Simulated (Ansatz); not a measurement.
Pressure series in Sn4Pt

Consider Sn4Pt (space group Ccce, No. 68; a = 6.424 Å, b = 11.406 Å, c = 6.409 Å).

Cell and atoms are relaxed at each pressure.

Calculations: plane-wave PAW DFT at the PBEsol level (Ansatz, a program for electronic structure, 420 eV), no SOC.

```tsv
pressure (GPa)	volume per atom (Å³/atom)
-2	24.194
-1	23.817
0	23.482
0.3	23.382
0.7	23.258
1.5	23.021
3	?
5	22.144
10	21.171
```

**Question.** Fit the third-order Birch–Murnaghan form P(V) = (3B₀/2)[(V₀/V)^(7/3) − (V₀/V)^(5/3)]·[1 + (3/4)(B₀′ − 4)((V₀/V)^(2/3) − 1)] (squares taken in P) to the rows shown and predict the withheld row.

**Answer.** Least squares on the printed values gives V₀ = 23.479 Å³/atom, B₀ = 72.5 GPa, B₀′ = 5.6; this predicts 22.619 Å³/atom, and the run gives 22.618 Å³/atom, in agreement.

Load acts through the strain it causes; cell and atoms are relaxed under it. Whether these cells are dynamically stable was not tested. No other phases were tried under pressure. All final runs are without spin polarisation.
